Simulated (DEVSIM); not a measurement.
Device: abrupt Ge p-n junction, at 350 K.

```
layer (left to right)  material  thickness (μm)  Nd (cm⁻³)  Na (cm⁻³)  τn (s)  τp (s)
---------------------  --------  --------------  ---------  ---------  ------  ------
1                            Ge            27.0          -     2.4e16  1.7e-6  1.7e-6
2                            Ge            94.0     3.1e15          -  1.7e-6  1.7e-6
```

Left contact: ohmic. Right contact: ohmic. Voltage is applied to the left contact. Recombination: SRH at mid-gap, radiative. Mobility is constant in doping.

Constants are typed, rounded textbook-type inputs, not results; the design itself was drawn at random and stands for no fabricated device. Values at 300 K; Nc and Nv go as T^1.5, mobilities as T to minus their exponent, the gap by Varshni's rule with the affinity fixed.

```tsv
parameter	Ge
gap (eV)	0.664
affinity (eV)	4
permittivity	16
Nc (cm⁻³)	1.04e19
Nv (cm⁻³)	6e18
μn (cm²/Vs)	3900
μp (cm²/Vs)	1900
T exponent of μn	1.66
T exponent of μp	2.33
B (cm³/s)	6.4e-14
Varshni α (eV/K)	0.000477
Varshni β (K)	235
```

Model (solved in DEVSIM): 1D drift-diffusion, Boltzmann statistics, complete ionisation; no tunnelling, impact ionisation, image-force lowering or self-heating.

Q: Tabulate band edges, carrier densities and field at zero bias.

A: Energies count from the Fermi level of the right contact; mesh points crowd at the junctions.

```
x (μm)   Ec (eV)  Ev (eV)  n (cm⁻³)  p (cm⁻³)  field (V/cm)
-------  -------  -------  --------  --------  ------------
0.000      0.471   -0.173    2.2e12    2.4e16           ≈ 0
0.05760    0.471   -0.173    2.2e12    2.4e16           ≈ 0
0.2421     0.471   -0.173    2.2e12    2.4e16           ≈ 0
0.8796     0.471   -0.173    2.2e12    2.4e16           ≈ 0
4.588      0.471   -0.173    2.2e12    2.4e16           ≈ 0
15.06      0.471   -0.173    2.2e12    2.4e16           ≈ 0
23.35      0.471   -0.173    2.2e12    2.4e16           ≈ 0
26.30      0.471   -0.173    2.2e12    2.4e16           ≈ 0
26.81      0.471   -0.174    2.2e12    2.4e16           -68
26.96      0.454   -0.190    3.8e12    1.4e16         -4600
27.00      0.416   -0.228    1.3e13    3.9e15        -11000
27.13      0.321   -0.324    3.2e14    1.7e14         -5500
27.49      0.254   -0.391    2.9e15    1.8e13          -210
28.65      0.252   -0.393    3.1e15    1.7e13           ≈ 0
35.53      0.252   -0.393    3.1e15    1.7e13           ≈ 0
56.06      0.252   -0.393    3.1e15    1.7e13           ≈ 0
97.52      0.252   -0.393    3.1e15    1.7e13           ≈ 0
114.1      0.252   -0.393    3.1e15    1.7e13           ≈ 0
119.7      0.252   -0.393    3.1e15    1.7e13           ≈ 0
120.6      0.252   -0.393    3.1e15    1.7e13           ≈ 0
120.9      0.252   -0.393    3.1e15    1.7e13           ≈ 0
121.0      0.252   -0.393    3.1e15    1.7e13           ≈ 0
```
